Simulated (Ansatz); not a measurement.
This Ansatz (a first-principles code) input is the reference run, MgTe in the zinc blende structure (space group F-43m, No. 216), computed with DFT with PBEsol, PAW potentials and a 420 eV plane-wave cutoff in Ansatz, without spin-orbit coupling:

Ansatz 0.2 input:
```yaml
crystal:
  lattice:
    - [0, 3.2196470515, 3.2196470515]
    - [3.2196470515, 0, 3.2196470515]
    - [3.2196470515, 3.2196470515, 0]
  atoms:
    - { symbol: Mg, position: [0, 0, 0] }
    - { symbol: Te, position: [0.25, 0.25, 0.25] }
basis: { ecutwfc: 420, ecutrho_ratio: 4, xc_grid: 2, fft_grid_basis: typed }
kpoints: { mp_grid: { grid: [9, 9, 9] } }
hamiltonian:
  xc: pbesol
  dispersion: none
  pseudopotentials: { kind: paw }
scf: { occupations: { method: fermi_dirac, width: 0.05 }, convergence: { dr2_threshold: 0.0000000002 } }
output: { forces: true, stress: true }
checkpoint: { write: state.ck, write_every: 1000 }
```

Write the input for this change: tensile biaxial strain of 1.00 % in the plane normal to [001], as in epitaxy on a mismatched substrate; the out-of-plane cell vector and the atoms relax.


Ansatz 0.2 input:
```yaml
crystal:
  lattice:
    - [4.5988012115, 0, 0]
    - [0, 4.5988012115, 0]
    - [2.2994006058, -2.2994006058, 3.2035488162]
  atoms:
    - { symbol: Mg, position: [0, 0, 0] }
    - { symbol: Te, position: [0.75, 0.75, 0.5] }
basis: { ecutwfc: 420, ecutrho_ratio: 4, xc_grid: 2, fft_grid_basis: typed }
kpoints: { mp_grid: { grid: [9, 9, 9] } }
hamiltonian:
  xc: pbesol
  dispersion: none
  pseudopotentials: { kind: paw }
scf: { occupations: { method: fermi_dirac, width: 0.05 } }
relax: { f_tol: 0.005, max_steps: 50, cell: { stress_tol: 0.01, fix: [a, b, gamma] } }
output: { forces: true, stress: true }
checkpoint: { write: state.ck, write_every: 1000 }
```
This is the input that was run; other choices of cell and start would serve too.

Stability against distortions was not tested.
